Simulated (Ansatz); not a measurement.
# SiC: pressure 22.5 GPa

The parent structure is SiC (space group P6_3mc, No. 186; a = 3.078 Å, c = 10.076 Å).

Now apply this change: cell and atoms relaxed at a pressure of 22.5 GPa.

All numbers come from PBEsol/PAW in Ansatz (a first-principles code), without spin-orbit coupling. Γ-centred 12×12×4 mesh, Fermi–Dirac width 0.05 eV.

* **Density**: 3.51 g/cm³ (base 3.22 g/cm³)
* **Lattice parameter a**: 5.654 bohr (base 5.817 bohr)
* **c/a ratio**: 3.272 (base 3.273)
* **Shortest interatomic distance**: 3.459 bohr (base 3.559 bohr)
* **Band gap**: 2.13 eV (base 2.12 eV)
* **Gap character**: indirect, Γ → M (base indirect, Γ → M)
* **Smallest direct gap**: 3.28 eV (base 3.24 eV)
* **Mean gap deformation potential ΔEg/Δln V**: -0.2 eV
* **Width of the top valence band**: 2.60 eV (base 2.47 eV)
* **Valence-band top at Γ (three highest levels, from the VBM)**: 0.00, 0.00, -0.05 eV (base 0.00, 0.00, -0.05 eV)

Load acts through the strain it causes; cell and atoms are relaxed under it. Whether these cells are dynamically stable was not tested. Competing high-pressure phases were not computed.
